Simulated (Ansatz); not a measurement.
The starting structures come from a database of crystals and need not be the phases stable at ambient conditions.

 Where the default PAW files enter, the runs use the earlier of Ansatz's two default sets.

Here is the system:

```
CELL_PARAMETERS angstrom
      5.52331     0.00000     0.03671
      0.00000     5.90095     0.00000
      1.31540     0.00000     7.05700
ATOMIC_POSITIONS crystal
  Cs 0.99135 0.75000 0.71706
  Cs 0.00865 0.25000 0.28294
  H  0.50000 0.50000 0.00000
  H  0.50000 0.00000 0.00000
  S  0.45724 0.25000 0.75865
  S  0.54276 0.75000 0.24135
  O  0.62687 0.54163 0.11569
  O  0.37313 0.45837 0.88431
  O  0.37313 0.04163 0.88431
  O  0.62687 0.95837 0.11569
  O  0.32280 0.25000 0.60253
  O  0.67720 0.75000 0.39747
  O  0.27265 0.75000 0.29401
  O  0.72735 0.25000 0.70599
```

Space group of this cell: P2_1/m. The cell was relaxed by PBE-D3(BJ); by r2SCAN its mean pressure is -2.3 GPa.

Transport runs along the normal of the first two printed cell vectors.

No gap correction and no spin-orbit coupling; mid-gap values are interpolated between computed energies.

Estimate the band gap and the smallest decay constant κ at mid-gap that r2SCAN run with Ansatz (an electronic-structure program) returns for this system.

Gap 6.37 eV on a 6×6×4 mesh; κ = 0.505 1/Å, at the zone centre.
